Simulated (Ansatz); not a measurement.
## AgCl: isotropic strain +2.00 %

The reference is AgCl in the rock salt structure (space group Fm-3m, No. 225; a = 5.611 Å).

The change: an isotropic linear strain of +2.00 %; the atoms relax in the strained cell.

The values are results of PBE/PAW in Ansatz (a program for electronic structure), no spin-orbit coupling, not measurements. Γ-centred 10×10×10 mesh, Fermi–Dirac width 0.05 eV.

| quantity | base | changed | shift |
|---|---|---|---|
| volume per atom | 22.09 Å³ | 23.44 Å³ | +1.35 Å³ |
| space group | Fm-3m (No. 225) | Fm-3m (No. 225) | – |
| shortest interatomic distance | 2.806 Å | 2.862 Å | +0.056 Å |
| energy relative to the base (free energy F) | 0 meV/atom | +9.5 meV/atom | +9.5 meV/atom |
| pressure | 0.00 GPa | -2.13 GPa | -2.13 GPa |
| band gap | 0.92 eV | 0.95 eV | +0.03 eV |
| gap character | indirect, L → Γ | indirect, L → Γ | – |
| smallest direct gap | 2.88 eV | 2.73 eV | -0.157 eV |
| mean gap deformation potential ΔEg/Δln V | – | +0.5 eV | – |
| electron mass | 0.27 mₑ (at Γ) | 0.27 mₑ (at Γ) | – |

Final structure:

```xyz
2
Lattice="0.0000 2.8619 2.8619 2.8619 0.0000 2.8619 2.8619 2.8619 0.0000" Properties=species:S:1:pos:R:3 pbc="T T T"
Ag     0.0000     0.0000     0.0000
Cl     2.8619     2.8619     2.8619
```

Effective masses come from finite differences of ±0.01 Å⁻¹. Stability against distortions was not tested.
